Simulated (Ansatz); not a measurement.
The starting structures come from a database of crystals and need not be the phases stable at ambient conditions.

 Where the default PAW files enter, the runs use the earlier of Ansatz's two default sets.

Tunnelling through a barrier is set by its complex band structure: the current falls as exp(−2κd) with the smallest κ.

Data:

```
CELL_PARAMETERS angstrom
      5.71368     0.00000     0.00000
      0.00000     6.99344     0.00000
      2.85684     2.33115     1.64940
ATOMIC_POSITIONS crystal
  Sc 0.00000 0.00000 0.00000
  F  0.49807 0.50000 0.00000
  F  0.00386 0.00193 0.49421
  F  0.49807 0.99807 0.50579
```

Space group of this cell: R32. The cell is taken as given.

Transport runs along the normal of the first two printed cell vectors, the (100) plane of the conventional cell.

The gap is the functional's own, uncorrected, and κ follows it; spin-orbit coupling is left out. Mid-gap values are interpolated between the computed energies.

Q: Compute, with r2SCAN (Ansatz, a first-principles code), the band gap and the smallest decay constant κ at mid-gap.

A: Gap 6.95 eV on a 18×18×18 mesh; κ = 0.555 1/Å, at the zone centre.
